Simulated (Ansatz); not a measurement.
The starting structures come from a database of crystals and need not be the phases stable at ambient conditions.

 Where the default PAW files enter, the runs use the earlier of Ansatz's two default sets.

Tunnelling through a barrier is set by its complex band structure: the current falls as exp(−2κd) with the smallest κ.

Input:

```yaml
crystal:
  lattice:
    - [8.05093, 0.00000, 0.00000]
    - [-4.02546, 6.97231, 0.00000]
    - [0.00000, 0.00000, 3.08352]
  atoms:
    - { symbol: Ge, position: [0.76452, 0.59367, 0.75000] }
    - { symbol: Ge, position: [0.23548, 0.40633, 0.25000] }
    - { symbol: Ge, position: [0.17085, 0.76452, 0.25000] }
    - { symbol: Ge, position: [0.82915, 0.23548, 0.75000] }
    - { symbol: Ge, position: [0.40633, 0.17085, 0.75000] }
    - { symbol: Ge, position: [0.59367, 0.82915, 0.25000] }
    - { symbol: N, position: [0.66667, 0.33333, 0.75000] }
    - { symbol: N, position: [0.33333, 0.66667, 0.25000] }
    - { symbol: N, position: [0.02728, 0.69691, 0.75000] }
    - { symbol: N, position: [0.97272, 0.30309, 0.25000] }
    - { symbol: N, position: [0.33037, 0.02728, 0.25000] }
    - { symbol: N, position: [0.66963, 0.97272, 0.75000] }
    - { symbol: N, position: [0.30309, 0.33037, 0.75000] }
    - { symbol: N, position: [0.69691, 0.66963, 0.25000] }
```

Space group of this cell: P6_3/m. The cell is taken as given; by PBEsol its mean pressure is 0.6 GPa.

Transport runs along the normal of the first two printed cell vectors, the (001) plane of the conventional cell.

The gap is the functional's own, uncorrected, and κ follows it; spin-orbit coupling is left out. Mid-gap values are interpolated between the computed energies.

Problem. State the band gap and the smallest decay constant κ at mid-gap according to Ansatz (an electronic-structure program) with PBEsol.

Solution. Gap 2.11 eV on a 6×6×10 mesh; κ = 0.193 1/Å, at the zone centre.
